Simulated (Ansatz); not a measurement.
# Y in the hcp (Mg type) structure (space group P6_3/mmc, No. 194)

```cif
data_Y2
_chemical_formula_sum 'Y2'
_space_group_name_H-M_alt 'P63/mmc'
_space_group_IT_number 194
_space_group_name_Hall '-P 6c 2c'
_cell_length_a 3.65568
_cell_length_b 3.65568
_cell_length_c 5.67880
_cell_angle_alpha 90.000
_cell_angle_beta 90.000
_cell_angle_gamma 120.000
loop_
_atom_site_label
_atom_site_type_symbol
_atom_site_symmetry_multiplicity
_atom_site_Wyckoff_symbol
_atom_site_fract_x
_atom_site_fract_y
_atom_site_fract_z
_atom_site_occupancy
Y1 Y 2 d 0.66667 0.33333 0.25000 1
```

Calculations: Ansatz (an electronic-structure program), PBE, PAW, cutoff 420 eV, no spin-orbit coupling, earlier PAW set. Γ-centred 15×15×8 mesh, Fermi–Dirac width 0.05 eV.

- Volume per atom = 32.86 Å³
- Density = 4.49 g/cm³
- Band gap = zero
- Total energy = -3848.692 eV/atom (σ→0; compares only within this code and set-up)

Stability against distortions was not tested. All final runs are without spin polarisation.
